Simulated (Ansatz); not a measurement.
## Quick settings and what they miss: ZrCu₂ (Cmcm, 6 atoms in the cell)

Self-consistent single point.

```
ZrCu2
1.0
    4.29515    -2.37697     0.00000
    4.29515     2.37697     0.00000
    0.00000     0.00000     4.68032
Zr Cu
2 4
Cartesian
  4.29515   1.26474   3.51024
  4.29515  -1.26474   1.17008
  5.84897  -1.02134   3.51024
  2.74134   1.02134   1.17008
  5.84897   1.02134   1.17008
  2.74134  -1.02134   3.51024
```

Method of the run: PBEsol, default PAW files made with PBE (plane waves; Ansatz, an electronic-structure program).

Base settings: basis.ecutwfc = 420 eV; kpoints.mp_grid.grid = 8 8 7; hamiltonian.xc = pbesol; hamiltonian.pseudopotentials = {kind: paw} (the program's default PAW files); scf.occupations.method = gaussian; scf.occupations.width = 0.2 eV.

Tight run (finer mesh or higher cutoff; not a proven limit): basis.ecutwfc: 420 eV → 590 eV; kpoints.mp_grid.grid: 8 8 7 → 11 11 10; scf.convergence.dr2_threshold: default (1e-07 eV) → 1e-09 eV. It gave Fermi level (on the code's own zero) 15.12 eV; pressure -8.26 GPa; largest force (vector length) 0.038 eV/Å.

Quick runs, as changes from the base:
- A: the base itself
- B: basis.ecutwfc: 420 eV → 210 eV; kpoints.mp_grid.grid: 8 8 7 → 8 8 8
- C: basis.ecutwfc: 420 eV → 335 eV; kpoints.mp_grid.grid: 8 8 7 → 6 6 6; kpoints.mp_grid.shift: default → 0.5 0.5 0.5
- D: basis.ecutwfc: 420 eV → 250 eV; kpoints.mp_grid.grid: 8 8 7 → 1 1 1; scf.occupations.method: gaussian → fermi_dirac; scf.occupations.width: 0.2 eV → 0.136 eV; kpoints.mp_grid.shift: default → 0.5 0.5 0.5; scf.convergence.dr2_threshold: default (1e-07 eV) → 0.001 eV
- E: kpoints.mp_grid.grid: 8 8 7 → 4 4 4; hamiltonian.xc: pbesol → lda [LDA (PW92)]
- F: basis.ecutwfc: 420 eV → 250 eV; kpoints.mp_grid.grid: 8 8 7 → 3 3 3; scf.occupations.method: gaussian → cold; scf.occupations.width: 0.2 eV → 0.136 eV

Energies are extrapolated to zero smearing width, which holds to low order in the width alone.

Dashes: energy of E, another energy zero.

† marks runs with another functional, U, potentials or spin treatment: their distance from the tight run is not a convergence error alone.

The count of work is k-points × plane waves × bands × iterations; it is no time. 

Pressures in the table are Ansatz's without its Pulay estimate, at a fixed set of plane waves; the tight run's value above holds the estimate.

The starting cell comes from a database of computed structures (which also holds hypothetical and non-ambient phases and stackings), without a prior relaxation at this level. Its lattice was rescaled by a random factor within 2.5 % of one. Spin polarisation is off. In the base run, with a pressure of about -8 GPa the cell is away from its equilibrium volume at this level.

```tsv
run	energy less tight (meV/atom)	pressure less tight (GPa)	largest miss in a force vector (eV/Å)	count of work / tight
A	1.5	-0.04	0.001	0.21
B	7619.5	-372.29	0.611	0.092
C	31.7	-3.85	0.007	0.055
D	1946.7	-103.70	2.475	0.00087
E†	–	-4.15	0.048	0.052
F	1776.0	-112.86	0.337	0.0092
```

Among the runs at the tight run's level, the energy misses run from 1.5 to 7619.5 meV/atom.

Keys are those of Ansatz 0.2.
